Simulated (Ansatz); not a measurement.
System: ScIr₃C (model structure, started from the Ni3MgC type, Pm-3m, No. 221, 5 atoms in the cell). Method: LDA in Ansatz (plane waves, PAW).

Input file:

Ansatz 0.2 input:
```yaml
crystal:
  lattice:
    - [4.0358300434, 0.0, 0.0]
    - [0.0, 4.0358300434, 0.0]
    - [0.0, 0.0, 4.0358300434]
  atoms:
    - { symbol: Sc, position: [0.0, 0.0, 0.0] }
    - { symbol: Ir, position: [0.0, 0.5, 0.5] }
    - { symbol: Ir, position: [0.5, 0.0, 0.5] }
    - { symbol: Ir, position: [0.5, 0.5, 0.0] }
    - { symbol: C, position: [0.5, 0.5, 0.5] }
basis:
  ecutwfc: 520
  ecutrho_ratio: 4
  xc_grid: 2
kpoints:
  mp_grid: { grid: [14, 14, 14] }
hamiltonian:
  xc: lda
  dispersion: none
  pseudopotentials: { kind: paw }
scf:
  occupations: { method: fermi_dirac, width: 0.05 }
output:
  forces: true
  stress: true
  eigenvalues: true
relax:
  f_tol: 0.004
  escape_saddle: false
  max_steps: 80
```

Excerpt of the program's output:

```
WARN output.stress: scf.convergence.dr2_threshold = 1e-7 eV (the SCF's general default) is looser than the 5e-10 eV advised for a printed stress (1e-10 eV for …
Relaxation: its limit of steps is 80 (relax.max_steps)
Crystal: 5 atoms, lattice volume = 65.735 Å³
Basis set: ecut = 520 eV, 1791 PW (Γ), exchange–correlation on 64×64×64 points (8 copies of the dense FFT grid, shifted against one another)
Bands: 40, of which v1, the nominal top of the filled ones, is band 33 counted from 1 (32 counted from 0)
Symmetry: 48 space group operations
Space group: Pm-3m (ITA 221), of the structure as read, at distance tolerance 4.0e-5 Å
k-points: 120 of 2744
Functional: x = slater, c = lda
SCF iter   1: F=—  HF=-37323.456134 eV  |F-HF|=—  |Δ(HF+E_count)|=         —  Δρ=9.34e-3  dr2=5.45e-2
SCF iter   2: F=—  HF=-37323.451033 eV  |F-HF|=—  |Δ(HF+E_count)|=   5.10e-3  Δρ=5.07e-3  dr2=1.70e-2
  ...
SCF iter   5: F=—  HF=-37323.448212 eV  |F-HF|=—  |Δ(HF+E_count)|=   7.35e-6  Δρ=2.48e-5  dr2=5.02e-7
SCF iter   6: F=-37323.448212 eV  HF=-37323.448212 eV  |F-HF|=1.54e-8  |Δ(HF+E_count)|=   8.56e-8  Δρ=6.09e-6  dr2=2.67e-8
SCF 1 converged in 6 iterations: F = -37323.448212 eV  dr2 = 2.67e-8
relax step   1: F+E_penalty+E_count = -37323.44821219 eV  Δ(F+E_penalty+E_count) = +0.000e0 eV  max|allowed force component| = 5.669e-29 eV/Å  Δτ_max = 0.0000 Å  (6 SCF iters, accepted)
SCF converged after 6 iterations
Free energy (F): -37323.448212 eV
Internal energy: -37323.428775 eV  (E = F + TS)
E sigma→0 (E₀):  -37323.438494 eV
Fermi energy:    21.720240 eV
--- Forces (eV/Å), atoms counted from 1 ---
  atom   1  Sc    -0.00000000    -0.00000000    -0.00000000
  atom   2  Ir     0.00000000     0.00000000     0.00000000
  atom   3  Ir     0.00000000    -0.00000000    -0.00000000
  atom   4  Ir     0.00000000    -0.00000000     0.00000000
  atom   5  C      0.00000000     0.00000000     0.00000000
--- Stress (GPa, compression-positive) ---
        6.130399       0.000000      -0.000000
        0.000000       6.130399       0.000000
        0.000000       0.000000       6.130399
  P = ⅓ Tr σ = 6.1304 GPa (61.304 kbar)
```

The cell is one volume of an energy–volume scan, off the minimum.

The PAW data were made under PBE.

Note: the run has no spin polarisation, so it can have missed a magnetic state. Note: the relaxation could raise the start's symmetry but not lower it, so the cell can be a saddle point.

A model structure was made by putting elements into a prototype or built by hand; it is no filed structure, need not be a known phase, and can be a saddle point held by its symmetry.

Ansatz is a first-principles code.
